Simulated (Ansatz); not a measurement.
**Zr, pressure series**

Consider Zr in the hcp (Mg type) structure (space group P6_3/mmc, No. 194).

```cif
data_Zr2
_chemical_formula_sum 'Zr2'
_space_group_name_H-M_alt 'P63/mmc'
_space_group_IT_number 194
_space_group_name_Hall '-P 6c 2c'
_cell_length_a 3.23160
_cell_length_b 3.23160
_cell_length_c 5.17363
_cell_angle_alpha 90.000
_cell_angle_beta 90.000
_cell_angle_gamma 120.000
loop_
_atom_site_label
_atom_site_type_symbol
_atom_site_symmetry_multiplicity
_atom_site_Wyckoff_symbol
_atom_site_fract_x
_atom_site_fract_y
_atom_site_fract_z
_atom_site_occupancy
Zr1 Zr 2 d 0.66667 0.33333 0.25000 1
```

Cell and atoms are relaxed at each pressure.

The values are results of Ansatz (an electronic-structure program), PBE, PAW, cutoff 420 eV, no spin-orbit coupling, earlier PAW set, not measurements.

Notes on the quantities. enthalpy: H = E + PV relative to the base's energy.

```
change            c/a ratio     density       enthalpy
----------------  ---------  ----------  -------------
base                  1.601  6.47 g/cm³              –
pressure −2 GPa       1.599  6.33 g/cm³  -0.30 eV/atom
pressure −1 GPa       1.600  6.40 g/cm³  -0.15 eV/atom
pressure 1.8 GPa      1.603  6.60 g/cm³  +0.26 eV/atom
pressure 4.2 GPa      1.606  6.75 g/cm³  +0.60 eV/atom
pressure 9 GPa        1.615  7.04 g/cm³  +1.26 eV/atom
pressure 18 GPa       1.635  7.54 g/cm³  +2.42 eV/atom
pressure 30 GPa       1.671  8.14 g/cm³  +3.87 eV/atom
pressure 45 GPa       1.719  8.81 g/cm³  +5.54 eV/atom
pressure 60 GPa       1.761  9.40 g/cm³  +7.10 eV/atom
```

Load acts through the strain it causes; cell and atoms are relaxed under it. Whether these cells are dynamically stable was not tested. The final runs are not spin-polarised. Measured, Zr leaves this structure (for the ω phase) near 3 GPa (temperature not stated; as listed in C. Cazorla, D. Alfè, M. J. Gillan, Physical Review B (2008)).
